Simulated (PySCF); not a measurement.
PySCF 2.14.0, BP86/def2-svp, df: [Si]=[SiH2], 4 atoms. The geometry is a generated start, not checked to be a minimum at this level.

```
Item                          Result
-------------------  ---------------
task                          energy
method                          bp86
basis                       def2-svp
two-electron scheme  density fitting
mol.max_memory               3000 MB
mf.max_cycle                     100
mf.init_guess        minao (default)
mf.DIIS              CDIIS (default)
mf.diis_space            8 (default)
mf.conv_tol          1e-09 (default)
mf.grids.level           3 (default)
basis functions                   46
grid points                    57976
```

```xyz
4

Si    -0.0663    -0.0332     0.0197
Si     2.0732    -0.1144    -0.3776
H     -0.9767     1.0783    -0.3358
H     -1.0302    -0.9307     0.6937
```

One run each on 2 threads, 1 BLAS thread. Values of level_shift (Hartree) tried: 0 (default), 0.1, 0.3, 1.

### Question
How does the count of Fock builds change with level_shift (Hartree), and where is it least?

### Answer
Fewest Fock builds, within one of each other: 0 (default) with 12, 0.1 with 12. The count rises to 63 at 1. All converge to one solution.

| level_shift (Hartree) | Fock builds | end |
|---|---|---|
| 0 (default) | 12 | same solution |
| 0.1 | 12 | same solution |
| 0.3 | 20 | same solution |
| 1 | 63 | same solution |
